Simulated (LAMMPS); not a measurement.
LAMMPS 22 Jul 2025, classical MD, MEAM (library.meam): Si, 32768 atoms.

- task: MD, nve
- potential: MEAM, library.meam
- copies of the repeat unit: 16×16×16
- shape (slab and sphere leave vacuum in the box): bulk
- temperature: 800 K
- steps: 300
- timestep: 1 fs
- thermo: 100
- newton: on (default)
- comm_style: brick (default)
- box: 86.9 × 86.9 × 86.9 Å
- start: generated diamond lattice, warmed in an untimed run
- compared values: energy and forces of the first step, drift over the run

It runs on a single node (Arm Neoverse V2, 96 cores on 1 socket, no SMT, 1 L3 cache group).

Each time is the median wall time of two to five repeats, run one at a time on the otherwise empty machine; start-up is included. Processes are pinned to neighbouring cores unless said otherwise. The times hold for this build (PyPI wheel: MPICH, OPENMP and OPT packages). Scratch files lie in a memory file system. A preparatory run goes ahead and isn't timed.

All on 32 ranks. Base settings, kept where nothing else is said: skin = 2 Å, neigh_modify = every 1 delay 0 check yes, sort = 1000 (default). The candidates, on 32 cores each, agree within 1.0 meV/atom in energy, 10 meV/Å in forces on 48 atoms, 0.20 meV an atom in drift of the total energy:
A. neigh_modify = every 1 delay 0 check no
B. sort = 100
C. skin = 3 Å
D. skin = 4 Å
E. the base settings
F. sort = 0

Q: Pick the fastest of these ways to run it.

A: B and F and E, at 0.86 s, level within 8 % or the scatter of repeats. At the other end A takes 1.7× as long.

```json
[
 {"candidate": "B", "wall time": "0.86 s", "repeats": "3 runs within 1 %", "neighbour list builds": "0"},
 {"candidate": "F", "wall time": "0.86 s", "repeats": "3 runs within 1 %", "neighbour list builds": "0"},
 {"candidate": "E", "wall time": "0.86 s", "repeats": "3 runs within 1 %", "neighbour list builds": "0"},
 {"candidate": "C", "wall time": "1.1 s", "repeats": "3 runs within 1 %", "neighbour list builds": "0"},
 {"candidate": "D", "wall time": "1.2 s", "repeats": "3 runs within 1 %", "neighbour list builds": "0"},
 {"candidate": "A", "wall time": "1.4 s", "repeats": "3 runs within 1 %", "neighbour list builds": "300"}
]
```

From the slowest to the fastest: List entries an atom go from 43 to 43, Neigh from 0.5 to 0 s and Pair from 0.72 to 0.66 s.
